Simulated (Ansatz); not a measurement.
Ga2O3: energy against volume

Ga2O3 (corundum, R-3c, 10.060 Å³/atom and stress up to 0.01 GPa in the relaxed cell, c along z) under hydrostatic pressure, with the cell free. PBE in Ansatz, a plane-wave DFT program (PAW, default set), 420 eV, 8×8×8 Γ-centred mesh, Fermi-Dirac smearing 0.05 eV; ions are relaxed, or left where forces stay under 0.02 eV/Å, within the symmetry of each cell.

Here V stands for volume and E for E less E0.

```
volume (Å³/atom)  E less E0 (meV/atom)  pressure (GPa)
----------------  --------------------  --------------
10.1643                           0.65           -2.00
10.1114                           0.17           -1.00
10.0598                           0.00            0.01
10.0152                           0.12            0.90
9.9568                            0.68            2.10
9.8453                            2.97            4.50
9.6530                           11.01            9.00
9.4244                               ?               ?
```

Q: Using the third-order Birch-Murnaghan form, a cubic in V^(-2/3), estimate the missing E at V = 9.4244 from the other rows, showing the fit.

A: With u = V^(-2/3) - 0.2159, the rows have u = -0.0027845, -0.0020418, -0.0013112, -0.0006746, 0.0001662, 0.0017945, 0.0046761. Least squares gives E = 0.534 + 807.6·u + 305871·u² + 113369·u³. Residuals (row less fit): -0.004, 0.011, -0.001, -0.008, 0.003, 0.001, 0.000; standard error 0.009 (degrees of freedom: 3). Its minimum lies at u = -0.0013211, so V0 = (0.2145789)^(-3/2) = 10.06. There d²E/du² = 610800 and d³E/du³ = 680200, so B0 = (4/9) × 10.06^(-7/3) × 610800 × 0.160218 = 199 GPa (the last factor turns the table's units into GPa), and B0' = 4 + (2/3) × 0.2145789 × (680200)/610800 = 4.2. B0' rests on the cubic coefficient alone and has a standard error of 0.5 from these residuals. At the withheld row, u = 0.0082287, so E = 0.534 + 807.6 × 0.0082287 + 305871 × 0.0082287² + 113369 × 0.0082287³ = 27.954 meV/atom. The calculation gives 28.03 meV/atom, 0.076 meV/atom above the prediction (0.3 % of the range of E in the table). The row lies outside the fitted rows, so this is an extrapolation. From the scatter of the fitted rows alone, a prediction at this place has a standard error of 0.112 meV/atom, so the miss is 0.7 times that.

Other structures, which can take over under pressure, weren't tried. The same form fitted to the pressure column gives B0' = 4.5; series where the two differ by over 0.4 aren't shown. Ga2O3 is here the metastable α form; monoclinic β is stable. Rows are the converged runs of the series near zero and its far end, less any whose ions stayed unrelaxed beside relaxed ones; series whose fitted rows scatter by over a few per cent of the range, as at a crossing or softening among them, aren't shown in this form.
